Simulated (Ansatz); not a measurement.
We consider BN (model structure, started from the rocksalt type, Fm-3m, No. 225, 2 atoms in the cell), described by PBEsol (PAW; Ansatz, a first-principles code).

Run with plane-wave cutoff 520 eV, 16×16×16 k mesh, Fermi–Dirac smearing 0.01 eV, scalar-relativistic PAW data made under PBE.

Computed at the level's own relaxed cell.

```yaml
crystal:
  lattice:
    - [0.00000, 1.74129, 1.74129]
    - [1.74129, 0.00000, 1.74129]
    - [1.74129, 1.74129, 0.00000]
  atoms:
    - { symbol: N, position: [0.00000, 0.00000, 0.00000] }
    - { symbol: B, position: [0.50000, 0.50000, 0.50000] }
```

Question: List the 5 lowest band energies at Γ above −25 eV (eV, relative to the valence band maximum), grouping those that round alike.

Answer: At Γ: -22.69, -0.94 (×3), 9.39.

Note: the relaxation could raise the start's symmetry but not lower it, so the cell can be a saddle point.

A model structure was made by putting elements into a prototype or built by hand; it is no filed structure, need not be a known phase, and can be a saddle point held by its symmetry.
